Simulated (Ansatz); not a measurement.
# A computed series for Lu: response to strain

Take Lu in the hcp (Mg type) structure (space group P6_3/mmc, No. 194; a = 3.5062 Å, c = 5.4820 Å; relaxed with 0.1 eV smearing) as the base. Axes: x lies along a and z along c of the hexagonal cell.

Strains are applied to the cell and any free atomic positions relax; under biaxial strain the out-of-plane vector relaxes too.

Computed with Ansatz (a quantum-chemistry and plane-wave program), PBE, PAW, cutoff 420 eV, no SOC.

Candidates:
(a) biaxial strain +2.50 %, plane normal [001], relaxed out of plane
(b) biaxial strain +1.50 %, plane normal [001], relaxed out of plane
(c) biaxial strain −2.00 %, plane normal [001], relaxed out of plane
(d) biaxial strain −2.50 %, plane normal [001], relaxed out of plane

### Question
Order them by out-of-plane strain, highest first.

### Answer
(d) biaxial strain −2.50 %, plane normal [001], relaxed out of plane (+1.29 %), (c) biaxial strain −2.00 %, plane normal [001], relaxed out of plane (+1.01 %), (b) biaxial strain +1.50 %, plane normal [001], relaxed out of plane (-0.68 %), (a) biaxial strain +2.50 %, plane normal [001], relaxed out of plane (-1.11 %)

Whether these cells are dynamically stable was not tested.
